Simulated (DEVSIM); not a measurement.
System: abrupt Si n-p junction, at 300 K.

Layer 1 from the left is Si, thickness (μm) 37.0, Nd (cm⁻³) 7.7e18, τn (s) 4.6e-7, τp (s) 4.6e-7. Layer 2 from the left is Si, thickness (μm) 26.0, Na (cm⁻³) 2.8e14, τn (s) 4.6e-7, τp (s) 4.6e-7.

Left contact: ohmic. Right contact: ohmic. Voltage is applied to the left contact. Recombination: SRH at mid-gap, radiative, Auger. Mobility is constant in doping.

This is a model device: material constants are rounded textbook-type values typed into the input, and sizes, dopings and lifetimes were drawn at random. Values at 300 K.

Si: gap (eV) 1.124, affinity (eV) 4.05, permittivity 11.7, Nc (cm⁻³) 2.86e19, Nv (cm⁻³) 3.1e19, μn (cm²/Vs) 1417, μp (cm²/Vs) 470, B (cm³/s) 4.7e-15, Cn (cm⁶/s) 2.8e-31, Cp (cm⁶/s) 9.9e-32.

**Question.** Estimate by hand the built-in potential, the peak field at zero bias, and compare with a numerical solution.

**Answer.** 
- Built-in potential: ni = √(Nc Nv) exp(−Eg/2kT) = 1.08e10 cm⁻³ with Eg = 1.124 eV; Vbi = kT/q ln(Na Nd/ni²) = 0.790 V; numerical 0.790 V.
- Peak field at zero bias: depletion approximation: W = √(2εVbi/(qN)) = 1.91 μm with N = 2.80e14 cm⁻³; field = 2Vbi/W = 8270 V/cm; numerical 154000 V/cm (estimate below by 95 %).

DEVSIM, 1D drift-diffusion, Boltzmann statistics, complete ionisation; no tunnelling, impact ionisation, image-force lowering or self-heating.
